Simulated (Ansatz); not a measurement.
Data:

```yaml
crystal:
  lattice:
    - [0.00000, 2.51169, 2.51169]
    - [2.51169, 0.00000, 2.51169]
    - [2.51169, 2.51169, 0.00000]
  atoms:
    - { symbol: Te, position: [0.00000, 0.00000, 0.00000] }
    - { symbol: O, position: [0.25000, 0.25000, 0.25000] }
    - { symbol: O, position: [0.75000, 0.75000, 0.75000] }
```

A single point on hypothetical fluorite TeO2 with a change (pressure 45 GPa), its geometry relaxed with PBEsol.

Method: Ansatz (a first-principles code) PBEsol, noncollinear with spin-orbit coupling, earlier PAW set. Settings: 11×11×11 k-points, 0.05 eV Fermi–Dirac smearing.

Problem. Predict the pressure, electron mass, smallest direct gap and hole mass.

Solution. 
```json
{
 "pressure": "45.25 GPa",
 "electron_mass": "0.62 mₑ along k, 0.28 mₑ across (off the special points)",
 "smallest_direct_gap": "2.77 eV",
 "hole_mass": "0.73 mₑ along k, 1.1 mₑ across (at L)"
}
```

Single points use the geometry relaxed with PBEsol. Load acts through the strain it causes; cell and atoms are relaxed under it. Effective masses come from finite differences of ±0.01 Å⁻¹. Along k means along the line from Γ to the band edge. Whether these cells are dynamically stable was not tested. Competing high-pressure phases were not computed. The cell was made from TeO2 in the fluorite structure (space group Fm-3m, No. 225; a hypothetical phase, not in the database extracts checked) by this change: pressure 45 GPa.
